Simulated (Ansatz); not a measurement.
# What pressure 3 GPa does to Y

Start from Y in the hcp (Mg type) structure (space group P6_3/mmc, No. 194; a = 3.6557 Å, c = 5.6788 Å).

Now apply this change: cell and atoms relaxed at a pressure of 3 GPa.

Computed with plane-wave PAW DFT at the PBE level (Ansatz, an electronic-structure program, 420 eV), without spin-orbit coupling, earlier PAW set. k-mesh 15×15×8 (Γ-centred); smearing 0.05 eV (Fermi–Dirac).

```tsv
quantity	base	changed	shift
volume per atom	32.86 Å³	30.75 Å³	-2.117 Å³
density	4.49 g/cm³	4.80 g/cm³	+0.31 g/cm³
lattice parameter a	3.656 Å	3.575 Å	-0.081 Å
shortest interatomic distance	3.538 Å	3.461 Å	-0.077 Å
band gap	zero	zero	–
```

Final structure:

```
CELL_PARAMETERS angstrom
      3.57462     0.00000     0.00000
     -1.78731     3.09571     0.00000
      0.00000     0.00000     5.55671
ATOMIC_POSITIONS crystal
  Y  0.33333 0.66667 0.75000
  Y  0.66667 0.33333 0.25000
```

Load acts through the strain it causes; cell and atoms are relaxed under it. Stability against distortions was not tested. All final runs are without spin polarisation.
